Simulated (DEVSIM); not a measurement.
System: Pt/SiON/n-Ge capacitor, at 300 K.

Layer 1 from the left is SiON, thickness (nm) 26.0. Layer 2 from the left is Ge, thickness (nm) 1400, Nd (cm⁻³) 1.9e17.

Metal gate on the left, work function 5.6 eV. Fixed charge at the semiconductor interface -1.4e10 cm⁻² (in units of +e); interface traps 2.4e11 cm⁻² eV⁻¹, uniform in energy, neutral level at 0.5 of the gap above the valence band.

This is a model device: material constants are rounded textbook-type values typed into the input, and sizes, dopings and lifetimes were drawn at random. Values at 300 K.

SiON: gap (eV) 7, affinity (eV) 1.4, permittivity 5.5. Ge: gap (eV) 0.664, affinity (eV) 4, permittivity 16, Nc (cm⁻³) 1.04e19, Nv (cm⁻³) 6e18.

Simulated with DEVSIM: 1D Poisson equation in equilibrium, Boltzmann statistics, complete ionisation; no quantum confinement or tunnelling. Metal contacts follow the ideal Schottky-Mott rule: no Fermi-level pinning, no interface dipoles.

What does the simulation give for the flat-band voltage, the minimum of the low-frequency capacitance?

flat-band voltage 1.56 V; minimum of the low-frequency capacitance 0.115 μF/cm².
